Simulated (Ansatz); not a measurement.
Partial pair distribution functions of a relaxed model of amorphous Co$_{16}$Ti$_{16}$Zr$_{16}$, broadened by 0.06 Å; density 6.45 g/cm³. Computed with PBE, scalar-relativistic without spin-orbit coupling (plane waves to 420 eV, PAW; Ansatz, a first-principles code).

Preparation: random packing, a CHGNet melt and quench, and a DFT relaxation. The hot cell started wider than the set density and was brought back towards it in steps. It is the lowest in DFT energy of 3 quenches. It is a model cell: composition and starting density were chosen by hand, and all elements were melted together. No dispersion term was used. Its density started from a set value of 6.25 and ended at 6.45 g/cm³. The simulated quench (nominally 140 K/ps over its main leg) is rapid and tends to freeze in more defects than a deposited or slowly cooled glass has. Values belong to this one cell and scatter from quench to quench. Volume and shape were free in the relaxation. On a 2×2×2 Γ-centred mesh force components of up to 0.17 eV/Å stay, since the relaxation ran on one k-point at (1/4, 1/4, 1/4).

```csv
r (Å),g Zr-Zr,g Ti-Zr,g Co-Co,g Ti-Ti
2.25,0.00,0.00,0.00,0.00
2.35,0.00,0.00,0.13,0.00
2.45,0.00,0.00,0.60,0.00
2.55,0.00,0.00,0.88,0.01
2.65,0.00,0.00,1.54,0.31
2.75,0.00,0.04,1.35,1.63
2.85,0.08,0.60,1.27,2.96
2.95,0.62,2.69,1.23,5.85
3.05,1.98,3.88,0.39,4.12
3.15,3.79,4.11,0.02,1.50
3.25,5.17,3.87,0.00,1.37
3.35,4.07,1.90,0.07,1.41
3.45,2.20,1.09,0.42,1.05
3.55,1.29,0.72,0.97,0.61
3.65,0.57,0.41,1.14,0.46
3.75,0.17,0.33,1.03,0.30
3.85,0.35,0.31,2.18,0.24
3.95,0.57,0.38,2.31,0.16
4.05,0.45,0.45,2.24,0.27
4.15,0.14,0.17,1.51,0.74
4.25,0.09,0.18,1.79,1.14
4.35,0.34,0.36,1.14,0.99
4.45,0.77,0.57,0.72,0.90
```

Within 4.18 Å each Zr has 5.88 Zr neighbours on average.
